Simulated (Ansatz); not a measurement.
The starting structures come from a database of crystals and need not be the phases stable at ambient conditions.

 Where the default PAW files enter, the runs use the earlier of Ansatz's two default sets.

The decay constant κ of evanescent states in the gap governs leakage through a thin film.

Here is the system:

```yaml
crystal:
  lattice:
    - [5.37221, 0.00000, 0.00000]
    - [0.00000, 5.38315, 0.00000]
    - [2.68610, 0.00000, 8.30697]
  atoms:
    - { symbol: Bi, position: [0.32743, 0.01139, 0.34514] }
    - { symbol: Bi, position: [0.67257, 0.98861, 0.65486] }
    - { symbol: Bi, position: [0.17257, 0.51139, 0.65486] }
    - { symbol: Bi, position: [0.82743, 0.48861, 0.34514] }
    - { symbol: Te, position: [0.50000, 0.50000, 0.00000] }
    - { symbol: Te, position: [0.00000, 0.00000, 0.00000] }
    - { symbol: O, position: [0.39042, 0.42226, 0.21916] }
    - { symbol: O, position: [0.60958, 0.57774, 0.78084] }
    - { symbol: O, position: [0.10958, 0.92226, 0.78084] }
    - { symbol: O, position: [0.89042, 0.07774, 0.21916] }
    - { symbol: O, position: [0.27815, 0.25000, 0.94370] }
    - { symbol: O, position: [0.72185, 0.75000, 0.05630] }
    - { symbol: O, position: [0.22185, 0.75000, 0.05630] }
    - { symbol: O, position: [0.77815, 0.25000, 0.94370] }
    - { symbol: O, position: [0.99894, 0.75000, 0.50212] }
    - { symbol: O, position: [0.00106, 0.25000, 0.49788] }
    - { symbol: O, position: [0.50106, 0.25000, 0.49788] }
    - { symbol: O, position: [0.49894, 0.75000, 0.50212] }
```

Space group of this cell: Cmce. The cell is taken as given.

Transport runs along the normal of the first two printed cell vectors.

No gap correction and no spin-orbit coupling; mid-gap values are interpolated between computed energies.

Task: State the band gap and the smallest decay constant κ at mid-gap according to r2SCAN (Ansatz, a quantum-chemistry and plane-wave program).

Result: Gap 2.09 eV on a 6×6×6 mesh; κ = 0.287 1/Å, at the zone centre.
